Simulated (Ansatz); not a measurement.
Take Ca₃P₂ (space group Pm-3m, No. 221; a cell from a computed database, its experimental status unchecked) as the base.

```cif
data_Ca3P2
_chemical_formula_sum 'Ca3 P2'
_space_group_name_H-M_alt 'P 1'
_space_group_IT_number 1
_cell_length_a 5.24207
_cell_length_b 5.24207
_cell_length_c 5.24207
_cell_angle_alpha 90.000
_cell_angle_beta 90.000
_cell_angle_gamma 90.000
loop_
_space_group_symop_operation_xyz
  'x, y, z'
loop_
_atom_site_label
_atom_site_type_symbol
_atom_site_fract_x
_atom_site_fract_y
_atom_site_fract_z
_atom_site_occupancy
Ca1 Ca 0.00000 0.50000 0.50000 1
Ca2 Ca 0.50000 0.00000 0.50000 1
Ca3 Ca 0.50000 0.50000 0.00000 1
P1 P 0.00000 0.00000 0.00000 1
P2 P 0.50000 0.50000 0.50000 1
```

Levels (all Ansatz, an electronic-structure program, PAW): PBEsol (420 eV, without spin-orbit coupling); HSE06 (420 eV, without spin-orbit coupling).

Its gap is 0.38 eV with PBEsol and 1.00 eV with HSE06.

The change: cell and atoms relaxed at a pressure of 7.5 GPa.

With PBEsol the gap becomes 0.71 eV.

Q: If the HSE06 correction stayed the same, what would the HSE06 gap be, and what does the HSE06 run give?

A: A rigid correction of +0.62 eV gives 1.33 eV. The HSE06 run gives 1.44 eV, so the correction itself changes by +0.11 eV.

Single points use the geometry relaxed with PBEsol. Load acts through the strain it causes; cell and atoms are relaxed under it. Whether these cells are dynamically stable was not tested. Competing high-pressure phases were not computed.
